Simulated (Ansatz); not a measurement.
Start from WGe in the rock salt structure (space group Fm-3m, No. 225; a = 5.1233 Å; a hypothetical phase, not in the database extracts checked; relaxed with 0.1 eV smearing). Axes: x, y, z lie along the cube axes.

Method: DFT with r2SCAN, PAW potentials and a 500 eV plane-wave cutoff in Ansatz (a program for electronic structure), scalar-relativistic without spin-orbit coupling, earlier PAW set.

A first run, uniaxial strain ε_zz = −2.27 %, gives secant values C11 ≈ 480 GPa and C12 ≈ 72 GPa from its stress. A second run applies biaxial strain −1.87 %, plane normal [001], relaxed out of plane.

Task: What does linear elasticity predict for −ε⊥/ε∥ in the second run, and what does the run give?

Result: Linear elasticity: 2 C12/C11 = 0.30. The run gives 0.35; any difference comes from nonlinear terms at these strains and numerical noise.

Stability against distortions was not tested. The final runs are not spin-polarised. WGe has a high density of states at the Fermi level and may be magnetic at this level.
